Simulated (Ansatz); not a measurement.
# A constructed model of the (0001) surface of hcp Zr, a pseudomorphic layer of Sn in the host's stacking (bottom of the slab: a bare face, its two planes held)

Calculation: PBE (plane waves to 420 eV, PAW; Ansatz, an electronic-structure program).

Model: 7-atom slab, 15.6 Å thick at the start, 13x13x1 mesh, Fermi-Dirac 0.1 eV, dipole correction, 2 atoms held, the rest relaxed; start symmetry kept, larger cells not searched; no spin, no spin-orbit, no U. It is one candidate, not shown to be the stable structure of the face.

- work function of the top face = 4.54 eV
- energy released by relaxation = 0.006 eV
- cost = about 2.2 core-minutes (a rough figure)
